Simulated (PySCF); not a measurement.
PySCF 2.14.0, R2SCAN/def2-svp, df: Sr(Cl)2(OH2)2 ([OH2]->[Sr](<-[OH2])([Cl])[Cl]), 9 atoms. The geometry is a generated start, not checked to be a minimum at this level.

```yaml
task: energy
method: r2scan
basis: def2-svp
two_electron_scheme: density fitting
mol.max_memory: 3000 MB
mf.max_cycle: 100
mf.init_guess: minao (default)
mf.DIIS: CDIIS (default)
mf.diis_space: 8 (default)
mf.conv_tol: 1e-09 (default)
mf.grids.level: 3 (default)
effective_core_potentials: those of the basis set, past Kr
basis_functions: 107
grid_points: 127072
```

```xyz
9

Sr     0.8257    -0.6119     0.9526
Cl     1.4732     1.2836    -0.7576
Cl     1.3533    -2.8354    -0.2117
O     -0.8334    -0.7938    -0.9440
H     -0.4756    -1.6447    -1.2449
H     -0.4153    -0.1265    -1.5138
O     -0.4978     1.2858     1.4528
H     -1.3753     1.6739     1.5405
H     -0.0548     1.7690     0.7261
```

One run each on 2 threads, 1 BLAS thread. Values of level_shift (Hartree) tried: 0 (default), 0.1, 0.3, 1.

Q: How does the count of Fock builds change with level_shift (Hartree), and where is it least?

A: Fewest Fock builds, within one of each other: 0 (default) with 14, 0.1 with 13. The count rises to 38 at 1. All converge to one solution.

```json
[
 {"level_shift (Hartree)": "0 (default)", "Fock builds": "14", "end": "same solution"},
 {"level_shift (Hartree)": "0.1", "Fock builds": "13", "end": "same solution"},
 {"level_shift (Hartree)": "0.3", "Fock builds": "16", "end": "same solution"},
 {"level_shift (Hartree)": "1", "Fock builds": "38", "end": "same solution"}
]
```
